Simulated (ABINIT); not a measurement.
Band structure of BaO (Fm-3m, 2 atoms in the cell).

```yaml
crystal:
  lattice:
    - [0.00000, 2.77000, 2.77000]
    - [2.77000, 0.00000, 2.77000]
    - [2.77000, 2.77000, 0.00000]
  atoms:
    - { symbol: Ba, position: [0.00000, 0.00000, 0.00000] }
    - { symbol: O, position: [0.50000, 0.50000, 0.50000] }
```

Computed with PBE, PAW (JTH v2.0 PBE PAW) (plane waves; ABINIT 10.0.3).

Settings: pseudos = [Ba.GGA_PBE-JTH.xml, O.GGA_PBE-JTH.xml]; ecut = 24 Ha; pawecutdg = 48 Ha; pawxcdev = 0; occopt = 3; tsmear = 0.01 eV; ngkpt = 8 8 8; nshiftk = 1; shiftk = 0 0 0; potentials = JTH v2.0 PBE PAW; kptopt = 1; nstep = 100; tolvrs1 = 1e-12.

The starting cell has typed, rounded lattice constants, without a prior relaxation at this level.

Problem. Predict the gap along the standard path and the places of the band edges.

Solution. The gap along the path is 2.00 eV, direct at X to within 0.01 eV.

Levels in eV from the top of the valence band on the SCF mesh, bands 5 to 12:
```tsv
point	5	6	7	8	9	10	11	12
Γ	-10.41	-0.35	-0.35	-0.35	3.55	4.70	4.70	4.70
X	-10.99	-0.16	-0.16	0.00	2.00	5.98	8.90	9.35
W	-10.48	-1.32	-0.20	-0.20	4.61	4.61	6.85	9.76
K	-10.83	-0.93	-0.74	-0.14	3.43	6.56	7.00	8.61
L	-10.53	-1.98	-1.46	-1.46	4.94	7.17	7.17	8.14
U	-10.83	-0.93	-0.74	-0.14	3.43	6.56	7.00	8.61
```
